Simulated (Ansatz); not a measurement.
## Pressure series in ScAl3

Start from ScAl3 in the Cu3Au type structure (space group Pm-3m, No. 221).

```
ScAl3
1.0
    4.03214     0.00000     0.00000
    0.00000     4.03214     0.00000
    0.00000     0.00000     4.03214
Sc Al
1 3
Direct
  0.00000   0.00000   0.00000
  0.00000   0.50000   0.50000
  0.50000   0.00000   0.50000
  0.50000   0.50000   0.00000
```

Cell and atoms are relaxed at each pressure.

All numbers come from Kohn–Sham DFT with the LDA functional, run in Ansatz (an electronic-structure program) with PAW and 420 eV plane waves, spin-orbit coupling left out.

Two rows of this table had their results exchanged by mistake.

```csv
pressure,volume per atom (Å³),shortest distance (Å),band gap
pressure −2 GPa,16.75,2.872,zero
pressure −1 GPa,16.56,2.861,zero
pressure 0.9 GPa,13.34,2.662,zero
pressure 2.1 GPa,16.05,2.832,zero
pressure 4.5 GPa,15.71,2.811,zero
pressure 9 GPa,15.14,2.777,zero
pressure 15 GPa,14.51,2.738,zero
pressure 22.5 GPa,13.87,2.697,zero
pressure 30 GPa,16.24,2.843,zero
```

Question: Which two?

Answer: The rows for pressure 0.9 GPa and pressure 30 GPa: the volume has to fall steadily with pressure, so 16.24 Å³ belongs to pressure 0.9 GPa and 13.34 Å³ to pressure 30 GPa.

Load acts through the strain it causes; cell and atoms are relaxed under it. Stability against distortions was not tested. Competing high-pressure phases were not computed. The final runs are not spin-polarised.
